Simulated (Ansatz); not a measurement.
The starting structures come from a database of crystals and need not be the phases stable at ambient conditions.

Tunnelling through a barrier is set by its complex band structure: the current falls as exp(−2κd) with the smallest κ.

Given:

```xyz
12
Lattice="5.1868 0.0000 0.0000 2.5511 4.5616 0.0000 0.0000 0.0000 8.4647" Properties=species:S:1:pos:R:3 pbc="T T T"
Si     2.8574     1.6075     7.9466
Si     4.8805     2.9542     3.7142
Si     5.4365     3.1278     0.5382
Si     2.3014     1.4338     4.7705
O      1.6680     2.4134     0.2255
O      6.0699     2.1483     4.4579
O      2.9677     0.1205     0.1036
O      4.7701     4.4412     4.3360
O      3.4779     2.1724     3.9370
O      4.2600     2.3892     8.1694
O      5.1558     3.0380     2.1258
O      2.5820     1.5237     6.3582
```

The cell is taken as given; by r2SCAN it stands under a pressure of -3.7 GPa.

Transport runs along the normal of the first two printed cell vectors.

The gap is the functional's own. No spin-orbit coupling. Mid-gap values are those at the computed energy nearest the middle.

Task: State the band gap and the smallest decay constant κ at mid-gap according to r2SCAN run with Ansatz (a program for electronic structure).

Result: Gap 6.01 eV on a 8×8×4 mesh; κ = 0.517 1/Å, at the zone centre.
